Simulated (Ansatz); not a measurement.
**Pressure series in Nb5Si3**

Base system: Nb5Si3 (space group I4/mcm, No. 140; a = 6.549 Å, c = 11.806 Å).

Cell and atoms are relaxed at each pressure.

Method: PBEsol (Ansatz, a program for electronic structure; PAW; 420 eV plane waves; scalar-relativistic without spin-orbit coupling).

Notes on the quantities. enthalpy: H = E + PV relative to the base's energy.

```csv
variant,density,enthalpy,shortest interatomic distance
base,7.20 g/cm³,–,2.396 Å
pressure −2 GPa,7.13 g/cm³,-0.20 eV/atom,2.403 Å
pressure −1 GPa,7.16 g/cm³,-0.10 eV/atom,2.399 Å
pressure 0.3 GPa,7.21 g/cm³,+0.03 eV/atom,2.395 Å
pressure 0.7 GPa,7.22 g/cm³,+0.07 eV/atom,2.394 Å
pressure 1.5 GPa,7.25 g/cm³,+0.15 eV/atom,2.391 Å
pressure 3 GPa,7.30 g/cm³,+0.29 eV/atom,2.386 Å
pressure 5 GPa,7.37 g/cm³,+0.49 eV/atom,2.379 Å
pressure 7.5 GPa,7.45 g/cm³,+0.73 eV/atom,2.371 Å
pressure 10 GPa,7.52 g/cm³,+0.97 eV/atom,2.364 Å
```

Load acts through the strain it causes; cell and atoms are relaxed under it. Whether these cells are dynamically stable was not tested. No other phases were tried under pressure. All final runs are without spin polarisation.
